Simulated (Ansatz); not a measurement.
TiO2, pressure series

Consider TiO$_{2}$ in the anatase structure (space group I4_1/amd, No. 141; a = 3.770 Å, c = 9.552 Å).

Cell and atoms are relaxed at each pressure.

Method: plane-wave PAW DFT at the PBEsol level (Ansatz, a program for electronic structure, 420 eV), without spin-orbit coupling.

```
change            lattice parameter a  width of the top valence band  band gap  c/a ratio
----------------  -------------------  -----------------------------  --------  ---------
base                         377.0 pm                        0.84 eV   2.11 eV      2.534
pressure 1.8 GPa                    …                        0.85 eV         …          …
pressure 4.2 GPa             375.8 pm                        0.89 eV   2.07 eV      2.500
pressure 9 GPa               374.8 pm                        0.97 eV   2.02 eV      2.459
pressure 18 GPa              373.4 pm                        1.08 eV   1.89 eV      2.380
pressure 30 GPa              371.7 pm                        1.22 eV   1.73 eV      2.288
```

**Question.** What belongs in the blanks?

**Answer.** 
- pressure 1.8 GPa, lattice parameter a: 376.4 pm
- pressure 1.8 GPa, band gap: 2.09 eV
- pressure 1.8 GPa, c/a ratio: 2.520

Load acts through the strain it causes; cell and atoms are relaxed under it. Stability against distortions was not tested. Competing high-pressure phases were not computed. All final runs are without spin polarisation.
